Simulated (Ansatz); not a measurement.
An Ansatz (an electronic-structure program) input (PBE in Ansatz (plane waves to 420 eV, PAW, no SOC), earlier PAW set):

Ansatz 0.2 input:
```yaml
crystal:
  lattice:
    - [0, 3.014453259, 3.014453259]
    - [3.014453259, 0, 3.014453259]
    - [3.014453259, 3.014453259, 0]
  atoms:
    - { symbol: Sr, position: [0, 0, 0] }
basis: { ecutwfc: 420, ecutrho_ratio: 4, xc_grid: 2, fft_grid_basis: typed }
kpoints: { mp_grid: { grid: [13, 13, 13] } }
hamiltonian:
  xc: pbe
  dispersion: none
  pseudopotentials: { azcp: { folder: ./paw }, kind: paw }
scf: { occupations: { method: fermi_dirac, width: 0.05 }, convergence: { dr2_threshold: 0.0000000001 } }
output: { forces: true, stress: true }
checkpoint: { write: state.ck, write_every: 1000 }
```

Which symmetry and how many k-points will the program report, and about how many plane waves at Γ?

Space group Fm-3m (ITA 225) with 48 operations, k-points 84 of 2197, and 1067 plane waves at Γ.

No phonon test of stability was made. The cell is Sr in the fcc (Cu type) structure (space group Fm-3m, No. 225).
